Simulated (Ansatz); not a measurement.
# Nb: energy against volume

Nb (bcc, Im-3m, 17.503 Å³/atom and stress up to 0.01 GPa in the relaxed cell, cube axes along x, y and z) under hydrostatic pressure, with the cell free. PBEsol in Ansatz, a plane-wave DFT program (PAW, default set), 420 eV, 20×20×20 Γ-centred mesh, Fermi-Dirac smearing 0.05 eV.

Here V stands for volume and E for E less E0.

```csv
volume (Å³/atom),E less E0 (meV/atom),pressure (GPa)
17.7018,1.36,-2.02
17.6019,0.36,-1.02
17.5032,0.00,0.00
17.4191,0.19,0.89
17.3070,1.17,2.10
17.0951,5.41,4.50
16.7286,20.58,9.01
16.2946,52.76,14.99
15.8161,?,?
```

Taking the third-order Birch-Murnaghan form, a cubic in V^(-2/3) for E over the 8 complete rows: With u = V^(-2/3) - 0.1501, the rows have u = -0.0028727, -0.0023162, -0.0017611, -0.0012840, -0.0006421, 0.0005904, 0.0027834, 0.0054861. Least squares gives E = 2.992 + 3488.4·u + 1016669·u² + 187428·u³. Residuals (row less fit): 0.004, -0.004, -0.001, 0.001, -0.001, 0.004, -0.002, 0.000; standard error 0.004 (degrees of freedom: 4). Its minimum lies at u = -0.0017164, so V0 = (0.1483836)^(-3/2) = 17.50. There d²E/du² = 2031000 and d³E/du³ = 1125000, so B0 = (4/9) × 17.50^(-7/3) × 2031000 × 0.160218 = 182 GPa (the last factor turns the table's units into GPa), and B0' = 4 + (2/3) × 0.1483836 × (1125000)/2031000 = 4.1. B0' rests on the cubic coefficient alone and has a standard error of 0.1 from these residuals.

Problem. What does the fit predict for E at V = 15.8161, and how far is the calculated value from it?

Solution. u = 0.0086086, so E = 2.992 + 3488.4 × 0.0086086 + 1016669 × 0.0086086² + 187428 × 0.0086086³ = 108.485 meV/atom. The calculation gives 108.49 meV/atom, which the fit meets to the printed digits. The row lies outside the fitted rows, so this is an extrapolation. The scatter of the fitted rows lies at the last printed digit.

In a metal these values are sensitive to mesh and smearing; energies are taken to zero smearing, stresses follow the free energy. The runs aren't spin-polarised. Other structures, which can take over under pressure, weren't tried. The same form fitted to the pressure column gives B0' = 3.9; series where the two differ by over 0.4 aren't shown. Rows are the converged runs of the series near zero and its far end, less any whose ions stayed unrelaxed beside relaxed ones; series whose fitted rows scatter by over a few per cent of the range, as at a crossing or softening among them, aren't shown in this form.
